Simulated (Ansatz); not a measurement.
Worked example: self-consistent single point of Sn (I4_1/amd, 2 atoms in the cell) in Ansatz (a first-principles code).

Level of theory: PBE (plane waves, PAW; Ansatz).

The change in words: lattice scaled by 1.03. Reference geometry:
```
CELL_PARAMETERS angstrom
     -2.94014     2.94014     1.59930
      2.94014    -2.94014     1.59930
      2.94014     2.94014    -1.59930
ATOMIC_POSITIONS crystal
  Sn 0.75000 0.25000 0.50000
  Sn 0.00000 0.00000 0.00000
```

Reference input (self-consistent single point, DFT, PBE, plane waves, default PAW files): basis.ecutwfc = 420 eV; kpoints.mp_grid.grid = 12 12 12; hamiltonian.xc = pbe; hamiltonian.pseudopotentials = {kind: paw} (the program's default PAW files); scf.occupations.method = methfessel_paxton; scf.occupations.width = 0.05 eV. This run's input differs from it in these lines:

```diff
@@ -2,5 +2,5 @@
   lattice:
-    - [-2.94014000, 2.94014000, 1.59930000]
-    - [2.94014000, -2.94014000, 1.59930000]
-    - [2.94014000, 2.94014000, -1.59930000]
+    - [-3.02834400, 3.02834400, 1.64727900]
+    - [3.02834400, -3.02834400, 1.64727900]
+    - [3.02834400, 3.02834400, -1.64727900]
   atoms:
```

Log, with long lists cut:

```
SCF iter   1: F=—  HF=-12048.313896 eV  |F-HF|=—  |Δ(HF+E_count)|=         —  Δρ=8.73e-4  dr2=2.28e-4  ethr=1.77e-3  ⟨swp⟩=6.0  Hψ=15047  notcnv=0
all-band conjugate gradients solve this SCF's bands
preconditioner: auto → Kerker (q_TF=auto, 2.400 Å⁻¹)
SCF iter   2: F=—  HF=-12048.312671 eV  |F-HF|=—  |Δ(HF+E_count)|=   1.23e-3  S|Δr|=    0.00e0  Δρ=4.93e-4  dr2=9.41e-5  ethr=8.13e-7  ⟨swp⟩=2.3  Hψ=6598  notcnv=0  defer=2
SCF iter   3: F=—  HF=-12048.312721 eV  |F-HF|=—  |Δ(HF+E_count)|=   4.96e-5  S|Δr|=    0.00e0  Δρ=2.48e-4  dr2=2.21e-5  ethr=3.36e-7  ⟨swp⟩=2.0  Hψ=5186  notcnv=0  defer=2
SCF iter   4: F=—  HF=-12048.312744 eV  |F-HF|=—  |Δ(HF+E_count)|=   2.34e-5  S|Δr|=    0.00e0  Δρ=7.76e-5  dr2=2.57e-6  ethr=7.90e-8  ⟨swp⟩=2.2  Hψ=3921  notcnv=0  defer=2
SCF iter   5: F=—  HF=-12048.312743 eV  |F-HF|=—  |Δ(HF+E_count)|=   1.26e-6  S|Δr|=    0.00e0  Δρ=2.21e-5  dr2=2.54e-7  ethr=9.20e-9  ⟨swp⟩=2.0  Hψ=5133  notcnv=0  defer=2
SCF iter   6: F=-12048.312743 eV  HF=-12048.312743 eV  |F-HF|=4.73e-10  |Δ(HF+E_count)|=   9.72e-8  S|Δr|=    0.00e0  Δρ=1.21e-6  dr2=6.98e-10  ethr=3.57e-10  ⟨swp⟩=6.2  Hψ=13147  notcnv=0
SCF 1 converged in 6 iterations: F = -12048.312743 eV  dr2 = 6.98e-10
Stability not checked (fill_not_monotonic)
Free energy (F): -12048.312743 eV
Internal energy: -12048.312915 eV  (E = F + TS)
E sigma→0 (E₀):  -12048.312786 eV
Entropy (-TS):   0.000173 eV (0.086 meV/atom)
Fermi energy:    9.201671 eV
--- Forces (eV/Å), atoms counted from 1 ---
  atom   1  Sn     0.00000000    -0.00000000     0.00000000
  atom   2  Sn     0.00000000    -0.00000000     0.00000000
--- Stress (GPa, compression-positive) ---
       -2.624433       0.000000      -0.000000
        0.000000      -2.624433      -0.000000
        0.000000       0.000000      -2.422665
  P = ⅓ Tr σ = -2.5572 GPa (-25.572 kbar)
  The stress holds the Pulay correction. Without it, at fixed plane waves, as pw.x and ABINIT print it: P = -2.5837 GPa
```

The run converged in 6 iterations. Against the reference run the free energy goes up by 12.4 meV/atom and the pressure goes from 1.33 to -2.56 GPa.

The starting cell comes from a database of computed structures (which also holds hypothetical and non-ambient phases and stackings), without a prior relaxation at this level. For this run, on top of that: lattice scaled by 1.03. Ansatz's pressure includes its estimate of the finite-basis (Pulay) stress.

Keys are those of Ansatz 0.2.
